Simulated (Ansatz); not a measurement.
Levels about the gap of amorphous Ti20O43In2 (65 atoms in a cell of 818 Å³, 3.80 g/cm³; zone centre alone, so wide bands show as single levels with stretches between that a denser mesh fills), at the geometry that PBE relaxed, where it gives 0.0 GPa on a denser mesh. Exact exchange is cut at the faces of this small cell, which leaves a finite-size error. The participation number counts the atoms over which a state spreads; weights are charges in smoothed Voronoi cells. The levels come from a single point, so bond lengths are those of that geometry. Method of the levels: HSE06, scalar-relativistic without spin-orbit coupling (Ansatz, a quantum-chemistry and plane-wave program). Sampling: the zone centre alone; Fermi-Dirac width 0.02 eV; no spin polarisation.

A CHGNet melt-quench gave the starting glass, which DFT then relaxed. O atoms were pushed apart under 1.9 Å during the dynamics, to hinder bonds among them. The hot cell started wider than the set density and was brought back towards it in steps. It is the lowest in DFT energy of 2 quenches. It is a model cell: composition and starting density were chosen by hand, and all elements were melted together. No dispersion term was used. Its density started from a set value of 3.87 and ended at 3.80 g/cm³. The quench (nominally 360 K/ps over its main leg) was far faster than any real one, so the model tends to hold more defects than a real film. A cell of this size samples the disorder only roughly. Volume and shape were free in the relaxation. On a 2×2×2 Γ-centred mesh force components of up to 0.17 eV/Å stay, since the relaxation ran on the zone centre alone.

```json
[
 {"E - E(highest filled), eV": "-0.31", "filling": "filled", "participation number": "29.0", "largest on": "O, 3 neighbours", "weight O": "0.93", "weight Ti": "0.06", "weight In": "0.01"},
 {"E - E(highest filled), eV": "-0.26", "filling": "filled", "participation number": "21.5", "largest on": "O, 3 neighbours", "weight O": "0.93", "weight Ti": "0.07", "weight In": "0.00"},
 {"E - E(highest filled), eV": "-0.21", "filling": "filled", "participation number": "22.0", "largest on": "O, 2 neighbours", "weight O": "0.93", "weight Ti": "0.06", "weight In": "0.01"},
 {"E - E(highest filled), eV": "-0.19", "filling": "filled", "participation number": "13.7", "largest on": "O, 3 neighbours", "weight O": "0.93", "weight Ti": "0.07", "weight In": "0.00"},
 {"E - E(highest filled), eV": "-0.13", "filling": "filled", "participation number": "21.0", "largest on": "O, 3 neighbours", "weight O": "0.93", "weight Ti": "0.07", "weight In": "0.00"},
 {"E - E(highest filled), eV": "-0.10", "filling": "filled", "participation number": "24.1", "largest on": "O, 2 neighbours", "weight O": "0.93", "weight Ti": "0.06", "weight In": "0.00"},
 {"E - E(highest filled), eV": "0.00", "filling": "filled", "participation number": "12.8", "largest on": "O, 3 neighbours", "weight O": "0.94", "weight Ti": "0.06", "weight In": "0.00"},
 {"E - E(highest filled), eV": "4.25", "filling": "empty", "participation number": "9.0", "largest on": "Ti, 6 neighbours", "weight O": "0.20", "weight Ti": "0.78", "weight In": "0.02"},
 {"E - E(highest filled), eV": "4.38", "filling": "empty", "participation number": "11.5", "largest on": "Ti, 6 neighbours", "weight O": "0.19", "weight Ti": "0.79", "weight In": "0.01"},
 {"E - E(highest filled), eV": "4.42", "filling": "empty", "participation number": "10.8", "largest on": "Ti, 6 neighbours", "weight O": "0.18", "weight Ti": "0.81", "weight In": "0.00"},
 {"E - E(highest filled), eV": "4.48", "filling": "empty", "participation number": "16.1", "largest on": "Ti, 6 neighbours", "weight O": "0.20", "weight Ti": "0.78", "weight In": "0.01"},
 {"E - E(highest filled), eV": "4.53", "filling": "empty", "participation number": "16.1", "largest on": "Ti, 6 neighbours", "weight O": "0.19", "weight Ti": "0.81", "weight In": "0.01"},
 {"E - E(highest filled), eV": "4.55", "filling": "empty", "participation number": "14.8", "largest on": "Ti, 6 neighbours", "weight O": "0.20", "weight Ti": "0.77", "weight In": "0.03"},
 {"E - E(highest filled), eV": "4.59", "filling": "empty", "participation number": "16.9", "largest on": "Ti, 6 neighbours", "weight O": "0.20", "weight Ti": "0.79", "weight In": "0.01"}
]
```

Most localised among these is the empty level at +4.25 eV, on a Ti atom, which has 6 neighbours (O 1.83 Å, O 1.83 Å, O 1.95 Å, O 1.99 Å, O 2.08 Å, O 2.44 Å).
